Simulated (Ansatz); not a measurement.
NbAs (Pm-3m): band-structure transport figures

```yaml
crystal:
  lattice:
    - [3.18051, 0.00000, 0.00000]
    - [0.00000, 3.18051, 0.00000]
    - [0.00000, 0.00000, 3.18051]
  atoms:
    - { symbol: Nb, position: [0.00000, 0.00000, 0.00000] }
    - { symbol: As, position: [0.50000, 0.50000, 0.50000] }
```

Method: PBEsol with spin-orbit coupling, rigid bands (plane waves, PAW; Ansatz, an electronic-structure program). Condition of this run: spin-orbit coupling switched on. How the cell was made: cell and atoms relaxed with PBEsol.

```
Quantity                                                          Value
------------------------------------  ---------------------------------
density of states at the Fermi level  1.11 states/(eV·cell), both spins
bare Sommerfeld coefficient                   1.31 mJ/(mol of atoms·K²)
Drude plasma energy                                              5.0 eV
root-mean-square Fermi velocity                               5.2e5 m/s
resistivity times τ                                   19.7 ×10⁻²² Ω·m·s
```

A metal at this level (no band gap); rigid bands, thermally averaged at 300 K, both spins. τ is one relaxation time for all states.

Computed structure with no diffraction record at hand here (it may be known, metastable or hypothetical): NbAs (Pm-3m).
